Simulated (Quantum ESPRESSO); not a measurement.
A user runs Quantum ESPRESSO on Cu₂OF₂ (P1, 10 atoms in the cell) and asks whether the run is sound. The aim is a self-consistent single point with DFT, PBEsol, plane waves, PSlibrary PAW (PBE) pseudopotentials.

Cell that was meant: a = 5.7028 Å, b = 5.7523 Å, c = 6.0475 Å, α = 108.24°, β = 108.90°, γ = 108.68°.

Part of the input:

```fortran
    nat = 10
    ntyp = 3
    ecutwfc = 55
    ecutrho = 110
    occupations = 'smearing'
    smearing = 'gaussian'
    degauss = 0.0073499
```

Log, with long lists cut:

```
     file Cu.pbe-dn-kjpaw_psl.1.0.0.UPF: wavefunction(s)  4S 3D renormalized
   [... lines left out ...]
        k(    1) = (   0.0000000   0.0000000   0.0000000), wk =   0.0370370
        k(    2) = (   0.0000000   0.0000000   0.3752989), wk =   0.0740741
        k(    3) = (   0.0000000   0.3488403   0.1832568), wk =   0.0740741
   [... 11 lines left out ...]

     Dense  grid:    20655 G-vectors     FFT dimensions: (  36,  40,  40)

     Initial potential from superposition of free atoms

     starting charge      83.9991, renormalised to      84.0000

     negative rho (up, down):  1.058E-04 2.207E-04
     Self-consistent Calculation

     iteration #  1     ecut=    55.00 Ry     beta= 0.30

     negative rho (up, down):  3.648E-04 6.323E-04

     total energy              =   -1158.57077367 Ry
     estimated scf accuracy    <       2.05037500 Ry

     total magnetization       =     3.75 Bohr mag/cell
     absolute magnetization    =     3.95 Bohr mag/cell

     iteration #  2     ecut=    55.00 Ry     beta= 0.30

     negative rho (up, down):  5.522E-04 9.025E-04

     total energy              =   -1159.00686281 Ry
     estimated scf accuracy    <       0.35876049 Ry

   [... lines left out ...]
     atom   1 (R=0.138)  charge=  8.3861  magn=  0.6301
     atom   2 (R=0.138)  charge=  8.3846  magn=  0.6306
     atom   3 (R=0.138)  charge=  8.3863  magn=  0.6280
     atom   4 (R=0.138)  charge=  8.3863  magn=  0.6330
     atom   5 (R=0.138)  charge=  5.2430  magn=  0.2999
     atom   6 (R=0.138)  charge=  5.2426  magn=  0.2999
     atom   7 (R=0.140)  charge=  6.3110  magn=  0.1536
     atom   8 (R=0.140)  charge=  6.3105  magn=  0.1552
     atom   9 (R=0.140)  charge=  6.3112  magn=  0.1555
     atom  10 (R=0.140)  charge=  6.3102  magn=  0.1539
     End of self-consistent calculation

     the Fermi energy is     2.6859 ev

!    total energy              =   -1159.06828237 Ry
     estimated scf accuracy    <          5.0E-10 Ry
     smearing contrib. (-TS)   =      -0.00079454 Ry
     internal energy E=F+TS    =   -1159.06748783 Ry

     total magnetization       =     3.84 Bohr mag/cell
     absolute magnetization    =     4.12 Bohr mag/cell

     convergence has been achieved in  20 iterations

     negative rho (up, down):  1.848E-03 3.392E-03

     Forces acting on atoms (cartesian axes, Ry/au):

     atom    1 type  1   force =     0.00028628    0.00084561   -0.00011334
     atom    2 type  1   force =    -0.00005543   -0.00043362   -0.00044658
   [... lines left out ...]
     Total force =     0.030167     Total SCF correction =     0.000044
   [... lines left out ...]

     negative rho (up, down):  1.848E-03 3.392E-03
          total   stress  (Ry/bohr**3)                   (kbar)     P=       -8.65
  -0.00004109   0.00005527   0.00001398           -6.04        8.13        2.06
   0.00005527  -0.00002999  -0.00001267            8.13       -4.41       -1.86
   0.00001398  -0.00001267  -0.00010536            2.06       -1.86      -15.50

   JOB DONE.
```

Q: Is anything amiss in this input, and did it matter?

A: The run is not sound. The fault is a density cutoff or grid that is too coarse. The charge density holds wave vectors up to twice those of the orbitals (four times the energy cutoff), and augmentation charges need more still. To fix it, restore the density cutoff. The run converged in 20 iterations without an error; against the sound input the free energy falls by 59.7 meV/atom, the pressure goes from -3.36 to -0.87 GPa, the largest force stays at 0.378 eV/Å and the size of the net moment goes from 0.34 to 0.38 μB/atom. The full log also holds: “c_bands:  1 eigenvalues not converged”.

The sound input it was made from differs as follows (other fixes are possible):
```diff
-    ecutrho = 110
+    ecutrho = 330
```

With that input, the run converged in 23 iterations: free energy E − TS -15769.3308 eV; Fermi level (on the code's own zero) 2.69 eV; pressure -3.36 GPa; largest force (vector length) 0.378 eV/Å; size of the cell's spin moment 3.42 μB (DFT, PBEsol, plane waves, PSlibrary PAW (PBE) pseudopotentials).

On the sound input: the starting cell comes from a database of computed structures (which also holds hypothetical and non-ambient phases and stackings), without a prior relaxation at this level. The magnetic order is the one reached from the typed start; others were not searched systematically. With a pressure of about -3 GPa the cell is away from its equilibrium volume at this level. The run gives no clean gap (levels at the Fermi energy touch, overlap or are partly filled at this smearing), which alone does not show that the compound is a metal. Without a gap this mesh is coarse (it stands for a supercell whose shortest vector is 17 Å).
